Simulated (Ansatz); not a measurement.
System: HfGeO₃ (model structure, started from the PbTiO3 type, P4mm, No. 99, 5 atoms in the cell). Method: r²SCAN in Ansatz (plane waves, PAW).

Run with plane-wave cutoff 560 eV, 8×8×8 k mesh, Fermi–Dirac smearing 0.01 eV, scalar-relativistic PAW data made under PBE.

Cell (relaxed at this level):

```
CELL_PARAMETERS angstrom
      4.01542     0.00000     0.00000
      0.00000     4.01542     0.00000
      0.00000     0.00000     4.25089
ATOMIC_POSITIONS crystal
  Hf 0.50000 0.50000 0.56769
  Ge 0.00000 0.00000 0.19390
  O  0.00000 0.50000 0.45564
  O  0.50000 0.00000 0.45564
  O  0.50000 0.50000 0.01732
```

**Question.** What does this level give for the band gap, direct gap at Γ and bulk modulus B0?

**Answer.** 
- band gap = 1.66 eV (on the SCF k mesh)
- direct gap at Γ = 4.00 eV
- bulk modulus B0 = 127 GPa

Note: the bulk modulus is −V dP/dV from two relaxed cells at ±2 % in volume; the relaxation could raise the start's symmetry but not lower it, so the cell can be a saddle point.

Spin–orbit coupling is not included.

Computed values are for the static lattice.

A model structure was made by putting elements into a prototype or built by hand; it is no filed structure, need not be a known phase, and can be a saddle point held by its symmetry.

Ansatz is a first-principles code.
